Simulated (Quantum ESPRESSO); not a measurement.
Quantum ESPRESSO run on NaI (Fm-3m, 2 atoms in the cell): self-consistent single point.

Method of the run: LDA (PZ), GBRV 1.5 ultrasoft (LDA) pseudopotentials (plane waves; Quantum ESPRESSO).

```xyz
2
Lattice="0.0000 3.2350 3.2350 3.2350 0.0000 3.2350 3.2350 3.2350 0.0000" Properties=species:S:1:pos:R:3 pbc="T T T"
Na     0.0000     0.0000     0.0000
I      3.2350     3.2350     3.2350
```

Reference input (self-consistent single point, DFT, PBE, plane waves, SSSP 1.1.2 efficiency (PBE) pseudopotentials): ecutwfc = 40 Ry; ecutrho = 320 Ry; occupations = smearing; smearing = fermi-dirac; degauss = 0.0036749 Ry; potentials = {Na: na_pbe_v1.5.uspp.F.UPF, I: I.pbe-n-kjpaw_psl.0.2.UPF}; K_POINTS = automatic 9 9 9 0 0 0; conv_thr = 1e-08 Ry; mixing_beta = 0.3. This run's input differs from it in these lines:

```diff
@@ -13,3 +13,3 @@
   ecutwfc = 40,
-  ecutrho = 320,
+  ecutrho = 200,
   occupations = 'smearing',
@@ -23,4 +23,4 @@
 ATOMIC_SPECIES
-Na    22.9898  na_pbe_v1.5.uspp.F.UPF
-I    126.9045  I.pbe-n-kjpaw_psl.0.2.UPF
+Na    22.9898  na_lda_v1.5.uspp.F.UPF
+I    126.9045  i_lda_v1.uspp.F.UPF
 CELL_PARAMETERS {angstrom}
```

Log, with long lists cut:

```
     Self-consistent Calculation

     iteration #  1     ecut=    40.00 Ry     beta= 0.30

     Threshold (ethr) on eigenvalues was too large:
     Diagonalizing with lowered threshold

     total energy              =    -160.00797960 Ry
     estimated scf accuracy    <       0.01654712 Ry

     iteration #  2     ecut=    40.00 Ry     beta= 0.30

     total energy              =    -160.00734186 Ry
     estimated scf accuracy    <       0.00420725 Ry

     iteration #  3     ecut=    40.00 Ry     beta= 0.30

     total energy              =    -160.00786504 Ry
     estimated scf accuracy    <       0.00042240 Ry

   [... 3 blocks of this kind left out ...]

     iteration #  7     ecut=    40.00 Ry     beta= 0.30

     total energy              =    -160.00789502 Ry
     estimated scf accuracy    <       0.00000002 Ry

     iteration #  8     ecut=    40.00 Ry     beta= 0.30
     End of self-consistent calculation

     the Fermi energy is     3.1716 ev

!    total energy              =    -160.00789503 Ry
     estimated scf accuracy    <          3.9E-10 Ry
     smearing contrib. (-TS)   =      -0.00000000 Ry
     internal energy E=F+TS    =    -160.00789503 Ry

     convergence has been achieved in   8 iterations

     Forces acting on atoms (cartesian axes, Ry/au):

     atom    1 type  1   force =     0.00000000    0.00000000    0.00000000
     atom    2 type  2   force =     0.00000000    0.00000000    0.00000000

     Total force =     0.000000     Total SCF correction =     0.000000

          total   stress  (Ry/bohr**3)                   (kbar)     P=      -15.97
  -0.00010856   0.00000000   0.00000000          -15.97        0.00        0.00
   0.00000000  -0.00010856  -0.00000000            0.00      -15.97       -0.00
  -0.00000000  -0.00000000  -0.00010856           -0.00       -0.00      -15.97

   JOB DONE.
```

The run converged in 8 iterations. Against the reference run the pressure goes from 0.46 to -1.60 GPa and the gap on the mesh goes from 3.643 to 3.330 eV.

The starting cell has typed, rounded lattice constants, without a prior relaxation at this level. Spin-orbit coupling is off.
